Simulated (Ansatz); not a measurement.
**What uniaxial stress, 0.5 GPa tension along x does to Cr**

Consider Cr in the bcc (W type) structure (space group Im-3m, No. 229; a = 2.830 Å; not spin-polarised; relaxed with 0.1 eV smearing). Axes: x, y, z lie along the cube axes.

Now apply this change: uniaxial stress, 0.5 GPa tension along x; all other stress components relax to zero.

Calculations: r2SCAN/PAW in Ansatz (a first-principles code), scalar-relativistic without spin-orbit coupling. k-mesh 33×33×33 (Γ-centred); smearing 0.1 eV (Fermi–Dirac).

| quantity | base | changed | shift |
|---|---|---|---|
| volume per atom | 11.33 Å³ | 11.34 Å³ | +0.01 Å³ |
| space group | Im-3m (No. 229) | I4/mmm (No. 139) | – |
| energy relative to the base (free energy F) | 0 meV/atom | 0.0 meV/atom | 0.0 meV/atom |
| band gap | zero | zero | – |
| strain response (xx, yy, zz) | – | (+0.11, −0.02, −0.02) % | – |

Stability under load was not tested beyond the relaxation. Starting moments died away, wholly or in part, for the base; another magnetic solution may exist. The final runs are not spin-polarised. Real Cr is antiferromagnetic at low temperature and ambient pressure, an order that this cell doesn't hold.
